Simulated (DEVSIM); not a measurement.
System: abrupt Ge p-n junction, at 300 K.

```
layer (left to right)  material  thickness (μm)  Nd (cm⁻³)  Na (cm⁻³)  τn (s)  τp (s)
---------------------  --------  --------------  ---------  ---------  ------  ------
1                            Ge           0.340          -     1.5e18  5.1e-7  5.1e-7
2                            Ge           0.980     2.7e17          -  5.1e-7  5.1e-7
```

Left contact: ohmic. Right contact: ohmic. Voltage is applied to the left contact. Recombination: SRH at mid-gap, radiative. Mobility is constant in doping. Where it depends on doping, it is μmin + (μ − μmin)/(1 + (N/Nref)^α).

The device is made up for the run: typed textbook-type constants, with dimensions and the other settings drawn at random. Values at 300 K. The table also holds parameters that only a changed run uses.

| parameter | Ge |
|---|---|
| gap (eV) | 0.664 |
| affinity (eV) | 4 |
| permittivity | 16 |
| Nc (cm⁻³) | 1.04e19 |
| Nv (cm⁻³) | 6e18 |
| μn (cm²/Vs) | 3900 |
| μp (cm²/Vs) | 1900 |
| μn,min | 150 |
| μp,min | 100 |
| Nref,n | 2.6e17 |
| Nref,p | 4e17 |
| αn | 0.56 |
| αp | 0.6 |
| B (cm³/s) | 6.4e-14 |
| Cn (cm⁶/s) | 1e-31 |
| Cp (cm⁶/s) | 1e-31 |

DEVSIM, 1D drift-diffusion, Boltzmann statistics, complete ionisation; no tunnelling, impact ionisation, image-force lowering or self-heating.

Base results: dark forward voltage at 1 A/cm² (V) 0.212; dark forward voltage at 100 A/cm² (V) 0.331.

**Question.** What follows from this one change: thickness of layer 1 0.34 → 0.12 μm?

**Answer.** dark forward voltage at 1 A/cm² 0.212 → 0.194 V; dark forward voltage at 100 A/cm² 0.331 → 0.313 V.

**Question.** What follows from this one change: thickness of layer 2 0.98 → 0.59 μm?

**Answer.** dark forward voltage at 1 A/cm² 0.212 → 0.204 V; dark forward voltage at 100 A/cm² 0.331 → 0.324 V.

**Question.** What follows from this one change: doping-dependent mobility in place of the constant one?

**Answer.** dark forward voltage at 1 A/cm² 0.212 → 0.233 V; dark forward voltage at 100 A/cm² 0.331 → 0.353 V.
